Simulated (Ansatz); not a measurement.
## Effect of biaxial strain +0.82 %, plane normal [001], relaxed out of plane on ScAu

Take ScAu in the CsCl type structure (space group Pm-3m, No. 221; a = 3.356 Å; relaxed with 0.1 eV smearing) as the base. Axes: x, y, z lie along the cube axes.

The change: tensile biaxial strain of 0.82 % in the plane normal to [001], as in epitaxy on a mismatched substrate; the out-of-plane cell vector and the atoms relax.

Level of theory: Ansatz (a quantum-chemistry and plane-wave program) PBEsol, no SOC. Settings: 17×17×17 k-points, 0.1 eV Fermi–Dirac smearing.

```json
[
 {"quantity": "volume per atom", "base": "18.91 Å³", "changed": "19.00 Å³", "shift": "+0.095 Å³"},
 {"quantity": "energy relative to the base (free energy F)", "base": "0 meV/atom", "changed": "+0.8 meV/atom", "shift": "+0.8 meV/atom"},
 {"quantity": "pressure (mean of the normal stresses, compression positive)", "base": "0.0 GPa", "changed": "-0.6 GPa", "shift": "-0.6 GPa"},
 {"quantity": "band gap", "base": "zero", "changed": "zero", "shift": "–"},
 {"quantity": "out-of-plane strain", "base": "–", "changed": "-1.12 %", "shift": "–"},
 {"quantity": "ratio −ε⊥/ε∥", "base": "–", "changed": "1.37", "shift": "–"},
 {"quantity": "mean in-plane stress (compression positive)", "base": "–", "changed": "-0.9 GPa", "shift": "–"}
]
```

Cost of the whole job for the changed cell (relaxation, final SCF and bands): roughly 70 core-seconds.

Stability against distortions was not tested. The final runs are not spin-polarised.
